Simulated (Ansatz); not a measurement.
# BeS under a change: biaxial strain −2.00 %, plane normal [001], relaxed out of plane

Start from BeS in the zinc blende structure (space group F-43m, No. 216; a = 4.796 Å). Axes: x, y, z lie along the cube axes.

One thing is altered: compressive biaxial strain of 2.00 % in the plane normal to [001], as in epitaxy on a mismatched substrate; the out-of-plane cell vector and the atoms relax.

Method: LDA in Ansatz (plane waves to 420 eV, PAW, scalar-relativistic without spin-orbit coupling). Γ-centred 12×12×12 mesh, Fermi–Dirac width 0.05 eV.

```csv
quantity,base,changed,shift
shortest interatomic distance,2.077 Å,2.061 Å,-0.016 Å
energy relative to the base (free energy F),0 meV/atom,+6.5 meV/atom,+6.5 meV/atom
"pressure (mean of the normal stresses, compression positive)",0.00 GPa,2.60 GPa,+2.60 GPa
band gap,2.82 eV,2.60 eV,-0.227 eV
gap character,–,"indirect, Γ → X",–
smallest direct gap,5.49 eV,5.39 eV,-0.10 eV
electron mass,"0.80 mₑ along k, 0.28 mₑ across (at X)","0.76 mₑ along k, 0.28 mₑ across (at X)",–
"valence-band top at Γ (three highest levels, from the VBM)","0.00, 0.00, 0.00 eV","0.00, 0.00, -0.22 eV",–
"valley order (the lowest conduction-band minima on the path, energy above the VBM, named in the base's zone)",X along ⟨100⟩ 2.82 eV,X along [010] 2.60 eV; X along [001] 2.91 eV,–
out-of-plane strain,–,+1.60 %,–
ratio −ε⊥/ε∥,–,0.80,–
mean in-plane stress (compression positive),–,+3.9 GPa,–
```

Final structure (turned so that z lies along the plane normal):

```yaml
crystal:
  lattice:
    - [3.32370, 0.00000, 0.00000]
    - [0.00000, 3.32370, 0.00000]
    - [1.66185, -1.66185, 2.43662]
  atoms:
    - { symbol: Be, position: [0.00000, 0.00000, 0.00000] }
    - { symbol: S, position: [0.75000, 0.75000, 0.50000] }
```

Masses are band curvatures over ±0.01 Å⁻¹ around the edge. Along k means along the line from Γ to the band edge. Whether these cells are dynamically stable was not tested. k-point labels follow each cell's own Brillouin zone.

Ansatz is an electronic-structure program.
